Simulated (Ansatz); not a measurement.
**Pressure series in hypothetical simple cubic Ni**

The parent structure is Ni in the simple cubic structure (space group Pm-3m, No. 221; ferromagnetic; a hypothetical phase, not in the database extracts checked).

```xyz
1
Lattice="2.2891 0.0000 0.0000 0.0000 2.2891 0.0000 0.0000 0.0000 2.2891" Properties=species:S:1:pos:R:3 pbc="T T T"
Ni     0.0000     0.0000     0.0000
```

Cell and atoms are relaxed at each pressure.

The values are results of plane-wave PAW DFT at the PBEsol level (Ansatz, an electronic-structure program, 420 eV), spin-orbit coupling left out, not measurements.

Two rows of this table had their results exchanged by mistake.

```
pressure          volume per atom (Å³)  shortest distance (Å)  band gap
----------------  --------------------  ---------------------  --------
pressure −2 GPa                  12.15                  2.299      zero
pressure −1 GPa                  12.07                  2.294      zero
pressure 0.3 GPa                 11.97                  2.288      zero
pressure 0.7 GPa                 11.79                  2.276      zero
pressure 1.5 GPa                 11.89                  2.282      zero
pressure 3 GPa                   11.94                  2.286      zero
pressure 5 GPa                   11.66                  2.268      zero
pressure 7.5 GPa                 11.51                  2.258      zero
pressure 10 GPa                  11.37                  2.249      zero
```

Problem. Which two?

Solution. The rows for pressure 0.7 GPa and pressure 3 GPa: the volume has to fall steadily with pressure, so 11.94 Å³ belongs to pressure 0.7 GPa and 11.79 Å³ to pressure 3 GPa.

Other magnetic orders, which the real material may have, were not ruled out. Load acts through the strain it causes; cell and atoms are relaxed under it. No phonon test of stability was made. Competing high-pressure phases were not computed.
